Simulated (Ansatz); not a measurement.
For Ti$_{2}$InN (P6_3/mmc), PBEsol, DFPT electron-phonon coupling, linearised Boltzmann equation (Ansatz, a program for electronic structure) gives a transport coupling λ_tr = 0.356 and a Drude plasma energy ħω_p = 3.29 eV along z (a = (3.05, 0.00, 0.00) Å; b = (-1.53, 2.64, 0.00) Å; c = (0.00, 0.00, 13.88) Å).

Estimate the resistivity at 300 K from the high-temperature formula ρ = 2π λ_tr k_B T / (ħ ε₀ ω_p²), and say how the full Boltzmann solution compares.

The scattering rate is 1/τ = 2π λ_tr k_B T/ħ = 8.79e13 s⁻¹ and ω_p = 5.00e15 s⁻¹, so ρ ≈ 39.7 μΩ·cm. The Boltzmann solution gives 32.8 μΩ·cm, 0.83 times the estimate; it lies lower because k_BT is not large against the phonon energies and the solution lets the distribution adjust.

A metal at this level (no band gap). Only scattering by harmonic phonons is included (no impurities, grain boundaries, electron-electron scattering or thermal expansion). Spin-orbit coupling is left out. Halving the electron mesh (32x32x8) moves the resistivity by up to 3 % at 300 K, the coupling by up to 1 %. Smearing 0.20 eV; phonons on a 5x5x1 q mesh, which this run doesn't test.

Computed structure with no diffraction record at hand here (it may be known, metastable or hypothetical): Ti2InN (P6_3/mmc).
